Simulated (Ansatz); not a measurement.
**YS (Fm-3m): resistivity and electron-phonon coupling**

Given:

```
YS
1.0
    0.00000     2.72968     2.72968
    2.72968     0.00000     2.72968
    2.72968     2.72968     0.00000
Y S
1 1
Cartesian
  2.72968   2.72968   2.72968
  0.00000   0.00000   0.00000
```

Method: PBEsol, DFPT electron-phonon coupling, linearised Boltzmann equation (plane waves, PAW, scalar-relativistic; Ansatz, a program for electronic structure). Geometry: relaxed with this functional, without spin-orbit coupling.

| Item | Result |
|---|---|
| resistivity at 300 K | 19.6 μΩ·cm |
| resistivity at 77 K | 3.0 μΩ·cm |
| electron mean free path at 300 K (weighted by the current that each state carries) | 5.2 nm |
| density of states at the Fermi level | 0.45 states/(eV·spin·cell) |
| Drude plasma energy | 6.9 eV |
| Hall coefficient at 300 K | -23 ×10⁻¹¹ m³/C |

A metal at this level (no band gap). Only scattering by harmonic phonons is included (no impurities, grain boundaries, electron-electron scattering or thermal expansion). Spin-orbit coupling is left out. The squared frequency of the phonon mode least converged on the k mesh is uncertain by about 39 %. Halving the electron mesh (28x28x28) moves the resistivity by up to 5 % at 300 K, the mean free path by up to 2 %. Smearing 0.20 eV; phonons on a 4x4x4 q mesh, which this run doesn't test and which matters most at low temperature.

Formula and space group known from diffraction (Crystallography Open Database), not checked to be the room-temperature form: YS (Fm-3m).
